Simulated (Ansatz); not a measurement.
Take PbS (space group P6_3/mmc, No. 194; a = 5.0012 Å, c = 5.9825 Å; a hypothetical phase, not in the database extracts checked) as the base.

Levels (all Ansatz, a first-principles code, PAW): r2SCAN (500 eV, no SOC); HSE06 (420 eV, scalar-relativistic without spin-orbit coupling).

Its gap is 1.73 eV with r2SCAN and 1.97 eV with HSE06.

One thing is altered: a hydrostatic pressure of 3 GPa.

With r2SCAN the gap becomes 1.62 eV.

Task: If the HSE06 correction stayed the same, what would the HSE06 gap be, and what does the HSE06 run give?

Result: A rigid correction of +0.24 eV gives 1.86 eV. The HSE06 run gives 1.84 eV, so the two effects roughly add.

Single points use the geometry relaxed with r2SCAN. The hybrid gap comes from the SCF mesh plus the semilocal run's edge points and a few special points and is an upper bound. With Pb present, leaving out spin-orbit coupling can change the band edges. Load acts through the strain it causes; cell and atoms are relaxed under it. Whether these cells are dynamically stable was not tested. The base started in P6_3mc and relaxed to P6_3/mmc at this level.
